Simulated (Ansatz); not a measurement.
Worked sum: formation energy of NaH (rock salt, Fm-3m) from the elements

We look at the formation energy of NaH (rock salt, Fm-3m) from the elements. Reaction: Na (bcc) + 1/2 H2 (gas) → NaH (rock salt). A negative value means that the right-hand side lies lower. The value is per atom of the solid.

NaH (rock salt, Fm-3m), 2 atoms in the cell. Conventional cell: a = b = c = 4.831 Å, α = β = γ = 90.00°.

Setting: static, neutral cells in Ansatz (PAW) whose structures rest at the PBE level. Ansatz (a first-principles code) runs with its default PAW set. Other levels take these structures, unless marked own geometry. A dispersion term (D3(BJ), or D4 for r2SCAN) was computed beside these levels and is taken off wherever the name lacks it.

Total energies of the cells in eV, at zero smearing width. They compare only within one column; the weights balance every element.

```tsv
cell	atoms	weight	PBE	r2SCAN (own geometry)
Na (bcc)	1	−2	-1486.41625	-1488.61476
NaH (rock salt)	2	+2	-1502.68058	-1505.13632
H2 (gas)	2	−1	-31.74439	-31.89131
```

PBE: − 2 × (-1486.41625) + 2 × (-1502.68058) − (-31.74439) = -0.784 eV; dividing by 4 atoms gives -0.20 eV/atom.

r2SCAN (own geometry): − 2 × (-1488.61476) + 2 × (-1505.13632) − (-31.89131) = -1.152 eV; dividing by 4 atoms gives -0.29 eV/atom.

What follows from the PBE value: A formula unit of NaH has 2 atoms, so it forms with -0.1961 × 2 = -0.392 eV, or -37.8 kJ/mol at 96.485 kJ/mol per eV.
